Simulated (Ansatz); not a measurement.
KF (Pm-3m, No. 221, 2 atoms in the cell; start mp-8454; a measured phase of this formula has another space group) was calculated with dielectric-dependent PBEsol hybrid in Ansatz (plane waves, PAW).

Input:

Ansatz 0.2 input:
```yaml
crystal:
  lattice:
    - [3.1760232955, 0.0, 0.0]
    - [0.0, 3.1760232955, 0.0]
    - [0.0, 0.0, 3.1760232955]
  atoms:
    - { symbol: K, position: [0.0, 0.0, 0.0] }
    - { symbol: F, position: [0.5, 0.5, 0.5] }
  host: atoms
basis:
  ecutwfc: 460
  ecutrho_ratio: 4
  xc_grid: 2
kpoints:
  mp_grid: { grid: [8, 8, 8] }
hamiltonian:
  xc:
    exchange: pbesol
    correlation: pbesol
    exx: { coeff: inverse_dielectric }
  dispersion: none
  pseudopotentials: { kind: paw }
scf:
  occupations: { method: fermi_dirac, width: 0.01 }
  convergence: { dr2_threshold: 0.0000000002 }
output:
  forces: true
  stress: true
  eigenvalues: true
```

The run printed, among other lines:

```
WARN output.stress: scf.exx.energy_threshold = 1e-6 eV is looser than the 2e-8 eV advised for a stress under a hybrid functional (1e-8 eV for each atom of the …
Crystal: 2 atoms, lattice volume = 32.037 Å³
Basis set: ecut = 460 eV, 739 PW (Γ), exchange–correlation on 48×48×48 points (8 copies of the dense FFT grid, shifted against one another)
Bands: 12, of which v1, the nominal top of the filled ones, is band 8 counted from 1 (7 counted from 0)
Symmetry: 48 space group operations
Space group: Pm-3m (ITA 221), of the structure as read, at distance tolerance 3.2e-5 Å
k-points: 35 of 512
SCF iter   1: F=—  HF=-2318.960228 eV  |F-HF|=—  |Δ(HF+E_count)|=         —  Δρ=1.44e-2  dr2=4.73e-2
SCF iter   2: F=—  HF=-2318.951837 eV  |F-HF|=—  |Δ(HF+E_count)|=   8.39e-3  Δρ=9.04e-3  dr2=1.49e-2
  ...
Crystal: 2 atoms, lattice volume = 32.037 Å³
Initial density: handed on by an earlier stage of this run
Functional: x = 0.5501078354332776 pbesol(κ = 0.804, μ = 0.12345679012345678) + 0.4498921645667225 exact, c = pbesol(β = 0.046)
Crystal: 2 atoms, lattice volume = 32.037 Å³
SCF 3 converged in 7 iterations: F = -2336.391100 eV  dr2 = 1.99e-11
Crystal: 2 atoms, lattice volume = 32.037 Å³
SCF iter   2: F=—  HF=-2336.391102 eV  |F-HF|=—  |Δ(HF+E_count)|=   1.45e-9  Δρ=4.87e-6  dr2=1.39e-9
SCF iter   3: F=-2336.391102 eV  HF=-2336.391102 eV  |F-HF|=1.38e-10  |Δ(HF+E_count)|=  4.83e-10  Δρ=1.19e-6  dr2=1.68e-10
SCF 4 converged in 3 iterations: F = -2336.391102 eV  dr2 = 1.68e-10
Free energy (F): -2336.391102 eV
Internal energy: -2336.391102 eV  (E = F + TS)
E sigma→0 (E₀):  -2336.391102 eV
Fermi energy:    5.475200 eV
--- Stress (GPa, compression-positive) ---
       -1.357470       0.000000       0.000000
       -0.000000      -1.357470       0.000000
        0.000000      -0.000000      -1.357470
  P = ⅓ Tr σ = -1.3575 GPa (-13.575 kbar)
```

The PAW data were made under PBE.

Note: cell and atoms aren't relaxed at this level (pressure -1.4 GPa).

A start named mp-… is a Materials Project structure, which need not be a measured phase.

Ansatz is an electronic-structure program.
